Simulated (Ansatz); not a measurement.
Ca(OH)2 (P-3m1, No. 164), treated with rVV10 in Ansatz (plane waves, PAW).

Run with plane-wave cutoff 520 eV, 12×12×8 k mesh (along the axes of the cell as run), Fermi–Dirac smearing 0.01 eV, scalar-relativistic PAW data made under PBE.

Energies at three volumes about the minimum:

```
V (Å³/atom)  E − E_lowest (meV/atom)
-----------  -----------------------
10.559                          0.54
10.774                          0.00
10.990                          0.48
```

**Question.** Fit a parabola by hand: where is the minimum, and what is the bulk modulus?

**Answer.** Slopes: (0.00 − 0.54)/(10.774 − 10.559) = -2.512 and (0.48 − 0.00)/(10.990 − 10.774) = 2.222 meV/Å³. Curvature E″ = 2 × (2.222 − (-2.512))/(10.990 − 10.559) = 21.968 meV/Å⁶. From the middle of the first interval, the slope vanishes at V0 = 10.6665 − (-2.512)/21.968 = 10.781 Å³/atom. B = V0 E″ = 10.781 × 21.968 meV/Å³ × 0.1602 GPa per meV/Å³ = 37.9 GPa. The full Birch–Murnaghan fit to all volumes gives V0 = 10.774 Å³/atom and B0 = 37.5 GPa.

Shape and atoms are relaxed at each volume.

Note: the relaxation could not lower the start's symmetry, so the cell can be a saddle point above a distorted one; the bulk modulus comes from volumes at which shape and atoms were relaxed.

Ansatz is a program for electronic structure.
